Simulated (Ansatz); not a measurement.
Functionals compared on CH3 on the 1x1 (111) surface of fcc Al, one in a 2x2 cell, started at the site 'top Al', in Ansatz (plane waves, PAW). The structure was relaxed with PBE; the other rows are single points on it, each with its references at the same level. Cutoff 420 eV (500 eV for r2SCAN).

Slab: 20 atoms, 7.0 Å thick at the start under the adsorbate (thin: gaps and levels are the slab's own); k 6x6x1, smearing 0.1 eV, dipole-corrected; 8 atoms held, the rest relaxed; symmetry of the start imposed; spin-polarised, no spin-orbit, no U, no dispersion correction. The starting moment vanished. At the end it is bonded to Al. In PBE it is, or lies within 0.03 eV of, the lowest of the starts that converged. These notes are the PBE run's. r2SCAN: The program's check for a lower electronic state was not made. Adsorption energies are against CH4(g) − ½ H2(g). A negative adsorption energy means that the adsorbate is more stable on the surface than in its reference.

| functional | adsorption energy (eV) | work function of the top face (eV) | change of the work function (eV) | magnetic moment of the cell (μB) | rough cost of the single point |
|---|---|---|---|---|---|
| PBE | 0.64 | 4.29 | 0.26 | 0.00 | – |
| RPBE | 0.72 | 4.25 | 0.29 | 0.00 | around 60 core-seconds (rough) |
| r2SCAN | … | … | … | 0.00 | around 3 core-minutes (rough) |

Task: Fill in the missing entries.

Result: 
- r2SCAN, adsorption energy (eV): 0.61
- r2SCAN, work function of the top face (eV): 4.37
- r2SCAN, change of the work function (eV): 0.29

Ansatz is a program for electronic structure.
